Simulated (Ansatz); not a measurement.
We consider cubic perovskite SrFeO3 (structure not from a measured cell), described by PBEsol (plane waves, hard PAW; Ansatz, a quantum-chemistry and plane-wave program).

Numerical settings: plane-wave cutoff 930 eV, 10×10×10 k mesh, Fermi–Dirac smearing 0.05 eV, magnetic order G, spin-polarised start.

Computed at the level's own relaxed cell.

Problem. What does this level give for the volume per atom and lattice constant a?

Solution. 
- volume per atom = 10.96 Å³/atom
- lattice constant a = 3.799 Å

Note: the magnetic order was assumed, not searched for or taken from measurement; the relaxation could not lower the start's symmetry, so the cell can be a saddle point above a distorted one.

The computed numbers hold no vibrational or temperature effects.
